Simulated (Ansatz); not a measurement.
# A computed series for Zr: response to strain

The reference is Zr in the hcp (Mg type) structure (space group P6_3/mmc, No. 194; a = 3.244 Å, c = 5.158 Å; relaxed with 0.1 eV smearing). Axes: x lies along a and z along c of the hexagonal cell.

Strains are applied to the cell and any free atomic positions relax.

Method: Kohn–Sham DFT with the r2SCAN functional, run in Ansatz (a first-principles code) with PAW and 500 eV plane waves, no spin-orbit coupling.

Notes on the quantities. energy relative to the base: free energy F; pressure: mean of the normal stresses, compression positive.

| case | energy relative to the base | pressure | largest internal atomic displacement | volume per atom |
|---|---|---|---|---|
| base | 0 meV/atom | 0.0 GPa | – | 23.51 Å³ |
| uniaxial strain ε_xx = +0.50 % | +0.3 meV/atom | ? | – | 23.63 Å³ |
| uniaxial strain ε_xx = +1.00 % | +1.0 meV/atom | -0.9 GPa | 0.011 Å | 23.74 Å³ |
| uniaxial strain ε_xx = +1.50 % | +2.3 meV/atom | ? | 0.015 Å | 23.86 Å³ |
| uniaxial strain ε_xx = +2.00 % | +4.1 meV/atom | -1.8 GPa | 0.019 Å | 23.98 Å³ |
| uniaxial strain ε_xx = +2.50 % | ? | -2.2 GPa | 0.024 Å | 24.10 Å³ |
| uniaxial strain ε_xx = +3.00 % | +9.1 meV/atom | -2.6 GPa | 0.028 Å | 24.21 Å³ |

What belongs in the blanks?


- uniaxial strain ε_xx = +0.50 %, pressure: -0.5 GPa
- uniaxial strain ε_xx = +1.50 %, pressure: -1.4 GPa
- uniaxial strain ε_xx = +2.50 %, energy relative to the base: +6.4 meV/atom

Whether these cells are dynamically stable was not tested. The final runs are not spin-polarised.
